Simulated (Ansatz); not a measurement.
## BN under a change: uniaxial strain ε_zz = −1.20 %

Base system: BN (space group P6_3/mmc, No. 194; a = 2.5005 Å, c = 6.4117 Å; layered, stacked along the Cartesian z axis). Axes: x lies along a and z along c of the hexagonal cell.

One thing is altered: uniaxial strain ε_zz = −1.20 %, all other strain components held at zero; the atoms relax in the strained cell.

All numbers come from PBEsol-D3(BJ) (Ansatz, an electronic-structure program; PAW; 420 eV plane waves; scalar-relativistic without spin-orbit coupling). Γ-centred 15×15×5 mesh, Fermi–Dirac width 0.05 eV.

The volume per atom decreases by 0.10 Å³ to 8.58 Å³ and the space group remains P6_3/mmc (No. 194). The shortest interatomic distance remains 144.4 pm and the energy hardly moves. The pressure (mean of the normal stresses, compression positive) goes from zero to 0.15 GPa and the band gap decreases by 0.02 eV to 4.06 eV. The smallest direct gap shrinks by 0.043 eV (4.49 eV → 4.44 eV) and the width of the top valence band rises by 0.22 eV, from 3.30 eV to 3.52 eV. The stress (xx, yy, zz, yz, xz, xy; compression positive) amounts to (0.01, 0.01, 0.42, 0.00, 0.00, 0.00) GPa.

Final structure:

```xyz
4
Lattice="2.5005 0.0000 0.0000 -1.2502 2.1655 0.0000 0.0000 0.0000 6.3347" Properties=species:S:1:pos:R:3 pbc="T T T"
B      1.2502     0.7218     1.5837
B      0.0000     1.4436     4.7511
N      0.0000     1.4436     1.5837
N      1.2502     0.7218     4.7511
```

Cost of the whole job for the changed cell (relaxation, final SCF and bands): around 5 core-seconds (rough).

Whether these cells are dynamically stable was not tested.
